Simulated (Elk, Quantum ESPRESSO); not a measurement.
## Equation of state of zinc-blende InP (space group 216): energy against volume (Elk, LDA)

```
InP
1.0
    0.00000     2.82085     2.82085
    2.82085     0.00000     2.82085
    2.82085     2.82085     0.00000
In P
1 1
Direct
  0.00000   0.00000   0.00000
  0.75000   0.75000   0.75000
```

Method: LDA (PW92), all-electron FP-LAPW, Elk's shipped species files, default APW+lo basis run with Elk. Settings: rgkmax = 7.98; swidth = 0.000367493 Ha; ngridk = 10 10 10; rmtscf = 0.9; maxscl = 100; sphere radii = {In: 2.34, P: 1.98} bohr. The cell above is the first row's. The rows scale it uniformly. In all rows fractional positions and the k mesh are held. E is the free energy at the stated smearing, counted from the lowest row.

```
V (Å^3/atom)  E (meV/atom)
------------  ------------
22.446               59.61
22.934               36.04
23.422               18.96
23.910                7.61
24.398                1.37
24.886                0.00
25.374                2.66
25.862                9.20
26.350                   ?
```

Question: Using the third-order Birch-Murnaghan form, a cubic in V^(-2/3), estimate the missing E at V = 26.350 from the other rows, showing the fit.

Answer: With u = V^(-2/3) - 0.120, the rows have u = 0.005673, 0.003883, 0.002157, 0.000489, -0.001123, -0.002682, -0.004191, -0.005653. Least squares gives E = 5.224 + 4395.0·u + 908471·u² + 1167669·u³. Residuals (row less fit): 0.003, -0.016, 0.017, 0.019, -0.062, 0.051, -0.015, 0.000; standard error 0.044 (degrees of freedom: 4). Its minimum lies at u = -0.002430, so V0 = (0.117570)^(-3/2) = 24.81. There d²E/du² = 1800000 and d³E/du³ = 7006000, so B0 = (4/9) × 24.81^(-7/3) × 1800000 × 0.160218 = 71.4 GPa (the last factor turns the table's units into GPa), and B0' = 4 + (2/3) × 0.117570 × (7006000)/1800000 = 4.3. At the withheld row, u = -0.007069, so E = 5.224 + 4395.0 × (-0.007069) + 908471 × (-0.007069)² + 1167669 × (-0.007069)³ = 19.140 meV/atom. The calculation gives 18.99 meV/atom, 0.150 meV/atom below the prediction (0.3 % of the range of E in the table). The row lies outside the fitted rows, so this is an extrapolation. From the scatter of the fitted rows alone, a prediction at this place has a standard error of 0.106 meV/atom, so the miss is 1.4 times that.

Carrying the step between the two nearest rows on in a straight line would have given 15.74, off by 3.25; series whose last step already gives the withheld value aren't shown. The scan was laid around a cell of about the measured size, scaled by a guess for this functional. The runs keep the symmetry of the cell, so they don't test it for distortions. A plane-wave scan with the same functional (Quantum ESPRESSO, GBRV) gives V0 = 24.71 Å^3/atom and B0 = 71.1 GPa; a Birch-Murnaghan fit to all rows here lies 0.4 % from it in V0 and 0 % in B0; the two differ in basis, and may differ in potentials and mesh. Values depend on the basis (sphere radii, cutoffs, local orbitals), which need not be converged. Sphere radii are the same in all rows. Cutoffs and mesh are single choices, not tested for convergence of this quantity. Series with a scatter that would blur these digits, or in which a gap closes, are not shown. Nor are scans whose minimum lies at an end fitted in this form.
